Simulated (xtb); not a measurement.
xtb 6.7.1, GFN1-xTB: Nb(OMe)4 (C[O][Nb+]([O]C)([O]C)[O]C), charge +1, multiplicity 1, 21 atoms. The geometry is a generated start, not checked to be a minimum at this level.

```
Quantity                                                                                                        Value
------------------------  -------------------------------------------------------------------------------------------
method                                                                                                       GFN1-xTB
--acc                                                                                                     1 (default)
--etemp (K)                                                                                             300 (default)
detailed input (--input)  none: ANC optimiser, Lindh (1995) Hessian, microcycle=20, maxdispl=1.0, hlow=0.01 (default)
basis functions                                                                                                    66
valence electrons                                                                                                  56
```

```xyz
21

Nb     0.0075    -0.0061    -0.0028
O     -1.4817     0.3088     0.8956
C     -2.6329     0.5953     1.6262
H     -2.5056     1.5537     2.1473
H     -3.4925     0.6597     0.9461
H     -2.8086    -0.1997     2.3623
O     -0.3732    -0.6537    -1.6025
C     -0.6940    -1.1687    -2.8556
H     -0.7060    -0.3574    -3.5948
H      0.0548    -1.9169    -3.1477
H     -1.6835    -1.6407    -2.8152
O      0.9725    -1.1891     0.8899
C      1.7291    -2.1244     1.5920
H      2.3974    -2.6515     0.8978
H      2.3260    -1.6153     2.3574
H      1.0620    -2.8501     2.0733
O      0.8935     1.5093    -0.1925
C      1.5951     2.7006    -0.3601
H      0.9142     3.5506    -0.2284
H      2.4013     2.7626     0.3823
H      2.0246     2.7329    -1.3704
```

Charge 1 and multiplicity 1 are set for this test and not shown to be the ground state.

The structure is relaxed from this start with --opt LEVEL for the levels crude, sloppy, loose, lax, normal, tight, vtight, extreme, once each. Up to the end of the extreme run atoms move by at most 0.35 Å along an axis.

Q: Choose the cheapest level whose final energy lies within 1 meV of that of extreme.

A: vtight: 68 cycles against 82, ending 0.033 meV above.

| level | cycles | energy above the extreme run (meV) | gradient norm (eV/Å) |
|---|---|---|---|
| crude | 2 | 3.1 | 0.30 |
| sloppy | 3 | 2.1 | 0.11 |
| loose | 3 | 2.1 | 0.11 |
| lax | 4 | 1.9 | 0.032 |
| normal | 6 | 1.8 | 0.037 |
| tight | 12 | 1.4 | 0.013 |
| vtight | 68 | 0.033 | 0.0027 |
| extreme | 82 | — | 0.0015 |
